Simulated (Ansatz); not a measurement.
ZrSe2 under a change: 3 layers

Consider ZrSe₂ in the CdI2 type structure (space group P-3m1, No. 164; a = 3.735 Å, c = 6.032 Å; layered, stacked along the Cartesian z axis).

The change: a free-standing slab of 3 layers (9 atoms, 3 a layer) is cut normal to the stacking axis, with 15 Å of vacuum and the in-plane cell relaxed.

Computed with PBE-D3(BJ) (Ansatz, a program for electronic structure, PAW, no spin-orbit coupling). k-mesh 14×14×1 (Γ-centred); smearing 0.05 eV (Fermi–Dirac), for the changed cell.

* **Layer's space group (with vacuum)**: P-3m1 (No. 164)
* **Band gap**: 0.22 eV (base zero)
* **Gap character**: indirect, Γ → M
* **Smallest direct gap**: 1.04 eV (base 0.95 eV)
* **Valence-band top at Γ (three highest levels, from the VBM)**: 0.00, 0.00, -0.07 eV
* **Excess energy per area of both faces (slab less bulk energy over the cell's area: twice a surface energy)**: 0.5 J/m² (uncertain by up to 0.1 J/m²)
* **In-plane lattice parameter a**: 3.742 Å (base 3.735 Å)

Final structure:

```xyz
9
Lattice="3.7417 0.0000 0.0000 1.8709 3.2404 0.0000 0.0000 0.0000 30.2606" Properties=species:S:1:pos:R:3 pbc="T T T"
Se     3.7417     2.1603     7.4833
Zr     0.0000     0.0000     9.0835
Se     1.8709     1.0801    10.6795
Se     3.7417     2.1603    13.5347
Zr     0.0000     0.0000    15.1303
Se     1.8709     1.0801    16.7259
Se     3.7417     2.1603    19.5811
Zr     0.0000     0.0000    21.1771
Se     1.8709     1.0801    22.7773
```

The excess energy carries the mismatch between the slab's and the bulk's meshes. Whether these cells are dynamically stable was not tested. All final runs are without spin polarisation. Gaps under 0.05 eV, about the width of the smearing, are given as zero. The zero or small gap of ZrSe2 can change with the level of theory.
